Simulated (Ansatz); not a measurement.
Output of an Ansatz run (abridged):

```
WARN ansatz: RAYON_NUM_THREADS=1 ignored (pool sized by the plan → 1); use --threads N
Pseudopotentials: kind: paw
Pseudopotential: Ru, paw, valence charge 16
Crystal: 2 atoms, lattice volume = 26.977 Å³
Basis set: ecut = 420 eV, 537 PW (Γ), exchange–correlation on 40×40×60 points (8 copies of the dense FFT grid, shifted against one another)
Bands: 20, of which v1, the nominal top of the filled ones, is band 16 counted from 1 (15 counted from 0)
Symmetry: 24 space group operations
Space group: P63/mmc (ITA 194), of the structure as read, at distance tolerance 3.0e-5 Å
k-points: 120 of 1568
Initial density: superposition of atomic densities (neutral atoms: chi_scale 0, normalization atom), corrected by the library's trained network
Initial wavefunctions: pseudopotential atomic-orbital guess
Eigensolver: davidson
Functional: x = pbe(κ = 0.804, μ = 0.2195149727645171), c = pbe(β = 0.06672455060314922)
SCF iter   1: F=—  HF=-11757.387963 eV  |F-HF|=—  |Δ(HF+E_count)|=         —  Δρ=6.55e-3  dr2=2.30e-3  ethr=1.77e-3  ⟨swp⟩=5.0  Hψ=22067  notcnv=0  defer=19
all-band conjugate gradients solve this SCF's bands
automatic band count: the SCF goes on with 24 bands, as 20 were too few: the levels above may hold too much charge
preconditioner: auto → none
SCF iter   2: F=—  HF=-11757.389805 eV  |F-HF|=—  |Δ(HF+E_count)|=   1.84e-3  Δρ=3.83e-3  dr2=8.19e-4  ethr=7.20e-6  ⟨swp⟩=2.0  Hψ=4862  notcnv=0  defer=30
SCF iter   3: F=—  HF=-11757.390889 eV  |F-HF|=—  |Δ(HF+E_count)|=   1.08e-3  Δρ=3.41e-4  dr2=1.46e-5  ethr=2.56e-6  ⟨swp⟩=2.1  Hψ=3612  notcnv=0  defer=30
SCF iter   4: F=—  HF=-11757.390851 eV  |F-HF|=—  |Δ(HF+E_count)|=   3.83e-5  Δρ=1.29e-4  dr2=5.54e-7  ethr=4.58e-8  ⟨swp⟩=2.0  Hψ=4699  notcnv=0  defer=30
iter 5 did not close the SCF: its close was put off for the readings that it lacked (scf_convergence_deferred on its scf_iter line)
SCF iter   5: F=-11757.390853 eV  HF=-11757.390853 eV  |F-HF|=1.05e-7  |Δ(HF+E_count)|=   1.30e-6  Δρ=3.64e-5  dr2=5.47e-8  ethr=1.73e-9  ⟨swp⟩=2.0  Hψ=2999  notcnv=0  defer=30
SCF iter   6: F=-11757.390853 eV  HF=-11757.390853 eV  |F-HF|=1.98e-10  |Δ(HF+E_count)|=   1.11e-7  Δρ=2.52e-6  dr2=2.51e-10  ethr=1.71e-10  ⟨swp⟩=5.2  Hψ=11826  notcnv=0
SCF 1 converged in 6 iterations: F = -11757.390853 eV  dr2 = 2.51e-10
SCF converged after 6 iterations
Free energy (F): -11757.390853 eV
Harris-Foulkes:  -11757.390853 eV  (|F-HF|=1.98e-10)
Internal energy: -11757.333694 eV  (E = F + TS)
E sigma→0 (E₀):  -11757.362273 eV
Entropy (-TS):   -0.057159 eV (-28.579 meV/atom)
Fermi energy:    23.717961 eV
--- Per-component energies (eV) ---
  E_band       = -100.665272
  E_kinetic    = 1029.424860
  E_local      = -2502.023997  (includes V_loc(G=0)·N_el)
  E_nonlocal   = 685.957839
  E_hartree    = 804.205087
  E_xc         = -381.650235
  E_vxc        = -479.212497  (∫ρ·V_xc dr)
  E_paw        = -6921.408628  (= ΣΔE_a)
  E_vpaw       = -443.221110  (= ΣTr[D̂ρ^β])
  E_aug_tail   = -0.000398  (compensation charges beyond the density's cutoff)
  E_ewald      = -4471.838223
  E_smearing   = -0.057159  (= −TS)
  E_closure    = -0.000000  (closes the sum)
  Σ components = -11757.390853   (vs F -11757.390853, Δ=0.00e0)
--- Forces (eV/Å), atoms counted from 1 ---
  atom   1  Ru     0.00000000     0.00000000     0.00000000
  atom   2  Ru    -0.00000000    -0.00000000    -0.00000000
  max |Σ_I F_I| component: 2.31e-17 eV/Å
--- Stress (GPa, compression-positive) ---
        6.993792       0.000000      -0.000000
       -0.000000       6.993792       0.000000
       -0.000000       0.000000       6.842591
  P = ⅓ Tr σ = 6.9434 GPa (69.434 kbar)
  The stress holds the Pulay correction. Without it, at fixed plane waves, as pw.x and ABINIT print it: P = 6.8678 GPa
--- Band table (eV; the first three rows and the last of 120) ---
  k-point 0: bands = ["-49.4387", "-49.2262", "-19.9430", "-18.9857", "-18.9857", "-18.8099", "-18.8099", "-18.7664", "15.6884", "17.4544", "21.0856", "21.0856", "21.2836", "21.7795", "21.7795", "22.2909", "22.2909", "24.9060", "24.9060", "25.0328", [...]
  k-point 1: bands = ["-49.4307", "-49.2344", "-19.9002", "-18.9790", "-18.9790", "-18.8167", "-18.8167", "-18.8135", "15.8648", "17.5138", "20.9828", "20.9828", "21.1956", "21.6747", "21.6747", "22.5333", "22.5333", "24.4555", "24.9161", "24.9161", [...]
  k-point 2: bands = ["-49.4080", "-49.2577", "-19.7776", "-18.9601", "-18.9601", "-18.9463", "-18.8359", "-18.8359", "16.3603", "17.6615", "20.8417", "20.8417", "20.9795", "21.4212", "21.4212", "23.0714", "23.0714", "23.1732", "24.8780", "24.8780", [...]
  k-point 119: bands = ["-49.2118", "-49.2118", "-19.7045", "-19.7045", "-19.4047", "-19.4047", "-18.9688", "-18.9688", "18.8437", "18.8437", "19.6530", "19.6530", "20.9653", "20.9653", "22.5657", "22.5657", "24.9834", "24.9834", "31.7409", [...]
```

The structure:

```xyz
2
Lattice="1.3509 -2.3399 0.0000 1.3509 2.3399 0.0000 0.0000 0.0000 4.2672" Properties=species:S:1:pos:R:3 pbc="T T T"
Ru     1.3509     0.7800     1.0668
Ru     1.3509    -0.7800     3.2004
```

### Question
What input produced this log?

### Answer
Other spellings and defaults could give the same log, and not every line can be read from it. The input that was run (DFT, PBE, plane waves, default PAW files):

Ansatz 0.2 input:
```yaml
# Ru
crystal:
  lattice:
    - [1.35093500, -2.33988800, 0.00000000]
    - [1.35093500, 2.33988800, 0.00000000]
    - [0.00000000, 0.00000000, 4.26716000]
  atoms:
    - { symbol: Ru, position_ang: [1.35093500, 0.77996268, 1.06679000] }
    - { symbol: Ru, position_ang: [1.35093500, -0.77996268, 3.20037000] }
basis:
  ecutwfc: 420.0
kpoints:
  mp_grid: { grid: [14, 14, 8] }
hamiltonian:
  xc: pbe
  pseudopotentials: { kind: paw }
scf:
  occupations: { method: fermi_dirac, width: 0.1 }
output:
  forces: true
  eigenvalues: true
  stress: true
```

The starting cell has typed, rounded lattice constants, without a prior relaxation at this level. Its lattice was rescaled by up to half a per cent. Spin polarisation is off. With a pressure of about 7 GPa the cell is away from its equilibrium volume at this level. Ansatz's pressure includes its estimate of the finite-basis (Pulay) stress.

Ansatz is a first-principles code.
